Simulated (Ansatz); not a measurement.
**Pressure series in LaWN3**

Take LaWN3 (space group R3c, No. 161; a cell from a computed database, its experimental status unchecked) as the base.

Space group R3c, hexagonal axes (No. 161); a = b = 5.648 Å, c = 13.729 Å, α = β = 90.00°, γ = 120.00°

```json
[
 {"atom": "La", "site": "6a", "symmetry": "3.", "x": "0.0000", "y": "0.0000", "z": "0.0368"},
 {"atom": "W", "site": "6a", "symmetry": "3.", "x": "0.0000", "y": "0.0000", "z": "0.2855"},
 {"atom": "N", "site": "18b", "symmetry": "1", "x": "0.0026", "y": "0.5528", "z": "0.0531"}
]
```
(The calculation used a cell of 10 atoms; values per cell refer to that cell.)

Cell and atoms are relaxed at each pressure.

Computed with Ansatz (an electronic-structure program), PBEsol, PAW, cutoff 420 eV, no spin-orbit coupling.

Notes on the quantities. enthalpy: H = E + PV relative to the base's energy.

```
change                density       enthalpy
----------------  -----------  -------------
base               9.58 g/cm³              –
pressure −2 GPa    9.48 g/cm³  -0.16 eV/atom
pressure −1 GPa    9.53 g/cm³  -0.08 eV/atom
pressure 0.3 GPa   9.60 g/cm³  +0.02 eV/atom
pressure 0.7 GPa   9.62 g/cm³  +0.06 eV/atom
pressure 1.5 GPa   9.65 g/cm³  +0.12 eV/atom
pressure 3 GPa     9.72 g/cm³  +0.23 eV/atom
pressure 5 GPa     9.81 g/cm³  +0.39 eV/atom
pressure 7.5 GPa   9.91 g/cm³  +0.58 eV/atom
pressure 10 GPa   10.01 g/cm³  +0.77 eV/atom
```

Load acts through the strain it causes; cell and atoms are relaxed under it. Stability against distortions was not tested. No other phases were tried under pressure.
